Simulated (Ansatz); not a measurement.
# NiO, pressure series

The parent structure is NiO in the rock salt structure (space group Fm-3m, No. 225; ferromagnetic).

```
NiO
1.0
    0.00000     2.09432     2.09432
    2.09432     0.00000     2.09432
    2.09432     2.09432     0.00000
O Ni
1 1
Direct
  0.00000   0.00000   0.00000
  0.50000   0.50000   0.50000
```

Cell and atoms are relaxed at each pressure.

Level of theory: DFT with r2SCAN, PAW potentials and a 500 eV plane-wave cutoff in Ansatz (a first-principles code), spin-orbit coupling left out.

| case | lattice parameter a | band gap | smallest direct gap |
|---|---|---|---|
| base | 4.189 Å | 0.82 eV | 1.71 eV |
| pressure −2 GPa | 4.202 Å | [?] | 1.73 eV |
| pressure −1 GPa | 4.195 Å | 0.84 eV | 1.72 eV |
| pressure 0.9 GPa | 4.183 Å | 0.81 eV | 1.71 eV |
| pressure 2.1 GPa | [?] | 0.79 eV | 1.70 eV |
| pressure 4.5 GPa | 4.161 Å | 0.75 eV | 1.69 eV |
| pressure 9 GPa | 4.135 Å | 0.69 eV | 1.66 eV |
| pressure 15 GPa | 4.104 Å | 0.60 eV | [?] |
| pressure 22.5 GPa | 4.070 Å | 0.49 eV | 1.58 eV |
| pressure 30 GPa | 4.039 Å | [?] | 1.54 eV |

Problem. Complete the table.

Solution. 
- pressure −2 GPa, band gap: 0.86 eV
- pressure 2.1 GPa, lattice parameter a: 4.175 Å
- pressure 15 GPa, smallest direct gap: 1.63 eV
- pressure 30 GPa, band gap: 0.39 eV

Load acts through the strain it causes; cell and atoms are relaxed under it. Whether these cells are dynamically stable was not tested. Competing high-pressure phases were not computed. No Hubbard U is applied and the magnetic state is the run's own (NiO ferromagnetic); small cells can't hold the antiferromagnetic order that many such compounds have, so gaps and moments can be off. Where the two band edges lie in opposite spin channels, the gap is a spin-flip gap. In its common phase, real NiO is an antiferromagnetic insulator at low temperature.
